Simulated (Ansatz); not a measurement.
System: fluorite CoSi₂. Method: PBE (Ansatz, a program for electronic structure, PAW).

Settings: plane-wave cutoff 520 eV, 22×22×22 k mesh, Fermi–Dirac smearing 0.066 eV (set by the program), no spin polarisation, scalar-relativistic PAW data made under PBE.

Cell (relaxed at this level):

Space group Fm-3m (No. 225); a = b = c = 5.3599 Å, α = β = γ = 90.00°

| atom | site | symmetry | x | y | z |
|---|---|---|---|---|---|
| Co | 4a | m-3m | 0.0000 | 0.0000 | 0.0000 |
| Si | 8c | -43m | 0.2500 | 0.2500 | 0.2500 |
(The calculation used a cell of 3 atoms; values per cell refer to that cell.)

**Question.** What does this level give for the elastic constant C44, Voigt–Reuss–Hill bulk modulus, polycrystal shear modulus (Hill average), elastic constant C12, Poisson ratio and elastic constant C11?

**Answer.** 
elastic constant C44: 89.6 GPa
Voigt–Reuss–Hill bulk modulus: 179 GPa
polycrystal shear modulus (Hill average): 67.9 GPa
elastic constant C12: 149 GPa
Poisson ratio: 0.332
elastic constant C11: 239 GPa

Elastic constants are with the ions relaxed.

Computing time: very roughly 17 core-minutes.
